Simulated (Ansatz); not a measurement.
Start from PbTe in the rock salt structure (space group Fm-3m, No. 225).

```xyz
2
Lattice="0.0000 3.2212 3.2212 3.2212 0.0000 3.2212 3.2212 3.2212 0.0000" Properties=species:S:1:pos:R:3 pbc="T T T"
Te     0.0000     0.0000     0.0000
Pb     3.2212     3.2212     3.2212
```

Level of theory: plane-wave PAW DFT at the PBEsol level (Ansatz, a program for electronic structure, 420 eV), spin-orbit coupling left out, earlier PAW set.

One change was made to it. Results:

```tsv
quantity	base	after
lattice parameter a	6.442 Å	6.178 Å
valley order (the lowest conduction-band minima on the path, energy above the VBM, named in the base's zone)	L along ⟨111⟩ 0.65 eV; a point along ⟨110⟩, about 0.6 Å⁻¹ from Γ 1.25 eV; a point along ⟨100⟩, about 0.3 Å⁻¹ from Γ 1.71 eV	L along ⟨111⟩ 0.33 eV; a point along ⟨110⟩, about 0.5 Å⁻¹ from Γ 1.04 eV; a point along ⟨100⟩, about 0.3 Å⁻¹ from Γ 1.58 eV
```

### Question
Which of these changes matches the shifts?
(A) pressure 3 GPa
(B) pressure 0.7 GPa
(C) pressure 7.5 GPa
(D) pressure 1.5 GPa
(E) pressure −2 GPa

### Answer
C, pressure 7.5 GPa. For comparison, the valley order in the other runs: pressure 1.5 GPa gives L along ⟨111⟩ 0.58 eV; a point along ⟨110⟩, about 0.6 Å⁻¹ from Γ 1.21 eV; a point along ⟨100⟩, about 0.4 Å⁻¹ from Γ 1.74 eV; pressure 3 GPa gives L along ⟨111⟩ 0.51 eV; a point along ⟨110⟩, about 0.5 Å⁻¹ from Γ 1.17 eV; a point along ⟨100⟩, about 0.3 Å⁻¹ from Γ 1.70 eV; pressure 0.7 GPa gives L along ⟨111⟩ 0.62 eV; a point along ⟨110⟩, about 0.6 Å⁻¹ from Γ 1.23 eV; a point along ⟨100⟩, about 0.4 Å⁻¹ from Γ 1.75 eV; pressure −2 GPa gives L along ⟨111⟩ 0.75 eV; a point along ⟨110⟩, about 0.6 Å⁻¹ from Γ 1.31 eV; a point along ⟨100⟩, about 0.3 Å⁻¹ from Γ 1.77 eV.

With Pb and Te present, leaving out spin-orbit coupling can change the band edges. The levels and masses belong to the bands next to the band gap. Load acts through the strain it causes; cell and atoms are relaxed under it. Stability against distortions was not tested. Competing high-pressure phases were not computed.
